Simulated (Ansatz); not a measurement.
## Pt on the 1x1 (111) surface of fcc Cu, one in a 2x2 cell, started at the site 'bridge Cu-Cu (span 2.6 Å)'

Method: PBE (plane waves to 420 eV, PAW; Ansatz, a quantum-chemistry and plane-wave program).

Slab: 17 atoms, 6.2 Å thick at the start under the adsorbate (thin: gaps and levels are the slab's own); k 6x6x1, smearing 0.1 eV, dipole-corrected; 8 atoms held, the rest relaxed; symmetry of the start imposed; spin-polarised, no spin-orbit, no U, no dispersion correction. The starting moment vanished. At the end it is bonded to 4 Cu. In PBE it is, or lies within 0.03 eV of, the lowest of the starts that converged.

```
Item                                                                                                                      Result
--------------------------------------------------------------------------------------  ----------------------------------------
adsorption energy against an atom of fcc Pt                                                                              1.29 eV
work function of the top face                                                                                            4.61 eV
change of the work function                                                                                             -0.16 eV
change of the step from the bottom to the top vacuum level, against the clean slab                                      -0.20 eV
energy released by relaxation                                                                                            1.15 eV
height of the binding atom over the mean of the host atoms within 0.3 Å of the top one                                   1.815 Å
magnetic moment of the cell                                                                                              0.00 μB
nearest host atoms of the binding atom                                                  Cu at 2.40 Å, Cu at 2.40 Å, Cu at 2.61 Å
largest move of a host atom                                                                                               0.22 Å
cost                                                                                              around 30 core-minutes (rough)
```

A negative adsorption energy means that the adsorbate is more stable on the surface than in its reference.
